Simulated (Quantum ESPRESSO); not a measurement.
Checking a run of Quantum ESPRESSO on PbSeO4 (P2_1/c, 24 atoms in the cell). The aim is a self-consistent single point with DFT, PBEsol, plane waves, GBRV 1.5 ultrasoft (PBESOL) pseudopotentials.

Cell that was meant: a = 6.9776 Å, b = 7.4337 Å, c = 8.7850 Å, α = 90.00°, β = 127.29°, γ = 90.00°.

Part of the input:

```fortran
    nbnd = 92
/
&electrons
    conv_thr = 1.0d-2
/
ATOMIC_SPECIES
Pb   207.2000  pb_pbesol_v1.uspp.F.UPF
```

Log, with long lists cut:

```
     Message from routine setup:
     using ibrav=0 with symmetry is DISCOURAGED, use correct ibrav instead
     G-vector sticks info
   [... lines left out ...]
        k(   12) = (  -0.5000000   0.0000000  -0.0480194), wk =   0.1111111
        k(   13) = (  -0.5000000   0.3128849  -0.3808221), wk =   0.1111111
        k(   14) = (  -0.5000000   0.3128849  -0.0480194), wk =   0.2222222

     Dense  grid:   116815 G-vectors     FFT dimensions: (  60,  64,  80)

     Smooth grid:    83609 G-vectors     FFT dimensions: (  54,  60,  72)

     Initial potential from superposition of free atoms

     starting charge     175.9913, renormalised to     176.0000

     negative rho (up, down):  6.461E-02 0.000E+00
     Self-consistent Calculation

     iteration #  1     ecut=    40.00 Ry     beta= 0.70

     negative rho (up, down):  5.823E-02 0.000E+00

     total energy              =   -1340.64312468 Ry
     estimated scf accuracy    <       6.45589857 Ry

     iteration #  2     ecut=    40.00 Ry     beta= 0.70

     negative rho (up, down):  5.971E-02 0.000E+00

     total energy              =   -1342.42716880 Ry
     estimated scf accuracy    <       8.00804134 Ry

     iteration #  3     ecut=    40.00 Ry     beta= 0.70

     negative rho (up, down):  5.959E-02 0.000E+00

   [... lines left out ...]
     estimated scf accuracy    <       0.13089225 Ry

     iteration #  4     ecut=    40.00 Ry     beta= 0.70

     negative rho (up, down):  5.943E-02 0.000E+00

     total energy              =   -1343.80756260 Ry
     estimated scf accuracy    <       0.18831974 Ry

     iteration #  5     ecut=    40.00 Ry     beta= 0.70

     negative rho (up, down):  5.921E-02 0.000E+00

     total energy              =   -1343.78742147 Ry
     estimated scf accuracy    <       0.07537090 Ry

     iteration #  6     ecut=    40.00 Ry     beta= 0.70

     negative rho (up, down):  5.911E-02 0.000E+00
     End of self-consistent calculation

     highest occupied, lowest unoccupied level (ev):     5.1249    8.6278

!    total energy              =   -1343.79888794 Ry
     estimated scf accuracy    <       0.00151272 Ry

     convergence has been achieved in   6 iterations

     negative rho (up, down):  5.911E-02 0.000E+00

     Forces acting on atoms (cartesian axes, Ry/au):

     atom    1 type  1   force =     0.00841503   -0.00123695    0.00904001
     atom    2 type  1   force =    -0.00841503    0.00123695   -0.00904001
     atom    3 type  1   force =    -0.00841503   -0.00123695   -0.00904001
     atom    4 type  1   force =     0.00841503    0.00123695    0.00904001
     atom    5 type  2   force =    -0.00114297   -0.00177659   -0.00129166
   [... lines left out ...]
     Total force =     0.063788     Total SCF correction =     0.069742
   [... lines left out ...]

     negative rho (up, down):  5.911E-02 0.000E+00
          total   stress  (Ry/bohr**3)                   (kbar)     P=       23.11
   0.00016241   0.00000000  -0.00000156           23.89        0.00       -0.23
   0.00000000   0.00015403   0.00000000            0.00       22.66        0.00
  -0.00000156   0.00000000   0.00015488           -0.23        0.00       22.78

   JOB DONE.
```

**Question.** Is this run sound? If not, what is wrong?

**Answer.** The run is not sound. The fault is a convergence threshold that is too loose. A loop that stops early leaves an energy error of second order in the density error, but errors of first order in forces and stress. To fix it, tighten the threshold. The run converged in 6 iterations without an error; against the sound input the free energy hardly moves (within 1 meV/atom), the pressure goes from 0.11 to 2.31 GPa, the largest force goes from 0.300 to 0.424 eV/Å and the gap on the mesh moves little (3.497 to 3.503 eV). The full log also holds: “SCF correction compared to forces is large: reduce conv_thr to get better values”.

The sound input it was made from differs as follows (other fixes are possible):
```diff
-    conv_thr = 1.0d-2
+    conv_thr = 1.0d-10
```

With that input, the run converged in 16 iterations: free energy E − TS -18283.3367 eV; top of the valence band (on the code's own zero) 5.14 eV; gap on the k-point mesh 3.50 eV; pressure 0.11 GPa; largest force (vector length) 0.300 eV/Å (DFT, PBEsol, plane waves, GBRV 1.5 ultrasoft (PBESOL) pseudopotentials).

On the sound input: the starting cell comes from a database of computed structures (which also holds hypothetical and non-ambient phases and stackings), without a prior relaxation at this level. Spin-orbit coupling is off.
